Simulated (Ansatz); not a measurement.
**TiN: biaxial strain −0.64 %, plane normal [110], relaxed out of plane**

The parent structure is TiN in the rock salt structure (space group Fm-3m, No. 225; a = 4.234 Å; relaxed with 0.1 eV smearing). Axes: x, y, z lie along the cube axes.

One thing is altered: biaxial strain −0.64 %, plane normal [110], relaxed out of plane (Cartesian); in-plane vectors clamped, the third vector and the atoms free.

Level of theory: r2SCAN (Ansatz, a program for electronic structure, PAW, scalar-relativistic without spin-orbit coupling), earlier PAW set. Γ-centred 23×23×23 mesh, Fermi–Dirac width 0.1 eV.

The space group changes from Fm-3m (No. 225) to Immm (No. 71) and the shortest interatomic distance falls by 0.014 Å (2.117 Å → 2.103 Å). The energy rises by 1.5 meV/atom and the pressure (mean of the normal stresses, compression positive) goes from zero to 2.7 GPa. The band gap is still zero and the out-of-plane strain comes out as +0.39 %. The mean in-plane stress (compression positive) is +4.1 GPa.

Stability against distortions was not tested. All final runs are without spin polarisation. An odd electron count without spin: TiN.
